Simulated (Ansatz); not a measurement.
Take SiC in the zinc blende structure (space group F-43m, No. 216) as the base.

```
CELL_PARAMETERS angstrom
      0.00000     2.17831     2.17831
      2.17831     0.00000     2.17831
      2.17831     2.17831     0.00000
ATOMIC_POSITIONS crystal
  C  0.75000 0.75000 0.75000
  Si 0.00000 0.00000 0.00000
```

Cartesian axes are those of the cell as printed.

All numbers come from Ansatz (a first-principles code), r2SCAN, PAW, cutoff 500 eV, no SOC, earlier PAW set.

Base values:

The valence-band top at Γ is 0.00, 0.00, 0.00 eV and the electron mass is 0.64 mₑ along k, 0.23 mₑ across (at X). The valley order is X along ⟨100⟩ 1.71 eV and the shortest interatomic distance comes out as 1.886 Å. The pressure comes out as 0.00 GPa.

Modification: the cell is compressed by 2.39 % along z with no lateral relaxation, atoms relaxed at fixed cell.

### Question
What happens to the valence-band top at Γ?

### Answer
The valence-band top at Γ (three highest levels, from the VBM) changes from 0.00, 0.00, 0.00 eV to 0.00, -0.17, -0.17 eV.

### Question
How does this affect the electron mass?

### Answer
The electron mass becomes 0.61 mₑ along k, 0.23 mₑ across (at X) (base: 0.64 mₑ along k, 0.23 mₑ across (at X)).

### Question
Estimate the effect on the valley order.

### Answer
The valley order (the lowest conduction-band minima on the path, energy above the VBM, named in the base's zone) goes from X along ⟨100⟩ 1.71 eV to X along [001] 1.43 eV; X along [100] 1.67 eV.

### Question
What does the calculation give for the shortest interatomic distance after the change?

### Answer
The shortest interatomic distance drops by 0.0149 Å, from 1.886 Å to 1.872 Å.

### Question
Estimate the effect on the pressure.

### Answer
The pressure (mean of the normal stresses, compression positive) goes from zero to 5.72 GPa.

The levels and masses belong to the bands next to the band gap. The cells carry an imposed strain or load. Effective masses come from finite differences of ±0.01 Å⁻¹. Along k means along the line from Γ to the band edge. Stability against distortions was not tested.
